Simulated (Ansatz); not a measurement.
Worked example: dielectric-response calculation of Cs2O2 (Immm, 4 atoms in the cell) in Ansatz (a program for electronic structure).

Computed with LDA (PW92), default PAW files made with PBE (plane waves; Ansatz).

```
CELL_PARAMETERS angstrom
     -2.15602     3.20259     3.75994
      2.15602    -3.20259     3.75994
      2.15602     3.20259    -3.75994
ATOMIC_POSITIONS crystal
  Cs 0.25356 0.25356 0.00000
  Cs 0.74644 0.74644 0.00000
  O  0.61720 0.00000 0.61720
  O  0.38280 0.00000 0.38280
```

Reference input (self-consistent single point, DFT, LDA (PW92), plane waves, default PAW files made with PBE): basis.ecutwfc = 420 eV; kpoints.mp_grid.grid = 7 7 7; hamiltonian.xc = lda; hamiltonian.pseudopotentials = {kind: paw} (the program's default PAW files); scf.occupations.method = fixed. This run's input differs from it in these lines:

Ansatz 0.2 input:
```diff
@@ -13,3 +13,3 @@
 kpoints:
-  mp_grid: { grid: [7, 7, 7] }
+  mp_grid: { grid: [5, 5, 5], shift: [0.5, 0.5, 0.5] }
 hamiltonian:
@@ -19,6 +19,4 @@
   occupations: { method: fixed }
-output:
-  forces: true
-  eigenvalues: true
-  stress: true
+dielectric:
+  field_mesh: kpoints
```

Log, with long lists cut:

```
SCF iter   1: F=—  HF=-12119.733645 eV  |F-HF|=—  |Δ(HF+E_count)|=         —  Δρ=1.41e-2  dr2=2.26e-1  ethr=1.77e-3  ⟨swp⟩=4.5  Hψ=5635  notcnv=0  defer=109
all-band conjugate gradients solve this SCF's bands
preconditioner: auto → none
SCF iter   2: F=—  HF=-12119.728739 eV  |F-HF|=—  |Δ(HF+E_count)|=   4.91e-3  Δρ=1.37e-2  dr2=1.89e-1  ethr=7.55e-4  ⟨swp⟩=2.7  Hψ=2701  notcnv=0  defer=125
   [... lines left out ...]
SCF iter   6: F=—  HF=-12119.681885 eV  |F-HF|=—  |Δ(HF+E_count)|=   3.76e-7  Δρ=1.21e-5  dr2=1.67e-7  ethr=7.05e-9  ⟨swp⟩=2.6  Hψ=1986  notcnv=0
SCF iter   7: F=—  HF=-12119.681885 eV  |F-HF|=—  |Δ(HF+E_count)|=   3.59e-8  Δρ=2.42e-6  dr2=2.60e-9  ethr=5.56e-10  ⟨swp⟩=2.4  Hψ=1916  notcnv=0
SCF iter   8: F=—  HF=-12119.681885 eV  |F-HF|=—  |Δ(HF+E_count)|=  2.95e-10  Δρ=4.38e-7  dr2=1.88e-10  ethr=8.65e-12  ⟨swp⟩=2.0  Hψ=1826  notcnv=0
SCF iter   9: F=-12119.681885 eV  HF=-12119.681885 eV  |F-HF|=0.00e0  |Δ(HF+E_count)|=  1.82e-11  Δρ=5.17e-8  dr2=3.63e-12  ethr=1.00e-12  ⟨swp⟩=4.4  Hψ=4274  notcnv=0
SCF 1 converged in 9 iterations: F = -12119.681885 eV  dr2 = 3.63e-12
DFPT response loops at Γ: preconditioner auto → Resta (q_TF=auto, 2.218 Å⁻¹)  ε∞=6.1 (no band partly filled) …
Free energy (F): -12119.681885 eV
Internal energy: -12119.681885 eV  (E = F + TS)
E sigma→0 (E₀):  -12119.681885 eV
Fermi energy:    6.399894 eV
--- Dielectric response (ions clamped): 3 representative field directions + reference, on 63 of 125 k-points (Σ response iterations 27) ---
  k mesh reduced under 1 symmetry operation, with k and −k counted as one. Each operation leaves every solved perturbation unchanged …
   [... lines left out ...]
         0.00000   -1.25580   -0.00000
         0.00000    0.00000   -1.32881
    site 3:
        -1.41711   -0.00000    0.00000
        -0.00000   -1.25580   -0.00000
         0.00000    0.00000   -1.32881
  Z* charge neutrality: 5.234e-6 e pre-enforcement
  k-mesh period / interband length: 21.6 Å / 1.13 Å = 19.13 at k = (0.1000, -0.1000, 0.1000), direct gap 1.637 eV — 14 or more, which is no proof of convergence
```

The run converged in 9 iterations. 

Summary of the result:
| Property | Result |
|---|---|
| Free energy E − TS (on the zero of these files) | -12119.6819 eV |
| Top of the valence band (on the code's own zero) | 6.40 eV |
| Gap on the k-point mesh | 1.63 eV |
| ε∞ at this k-point mesh, which may be far from converged in small-gap cells (xx, yy, zz) | 3.22, 3.32, 3.24 |
| Born charges at this mesh (mean of the diagonal, e) | Cs 1.33, Cs 1.33, O -1.33, O -1.33 |

The starting cell comes from a database of computed structures (which also holds hypothetical and non-ambient phases and stackings), without a prior relaxation at this level. Its lattice was rescaled by up to half a per cent. The shifted mesh does not hold Γ, so a gap read on it misses any band edge there.

Cost on one core of a shared machine: roughly 2 min.
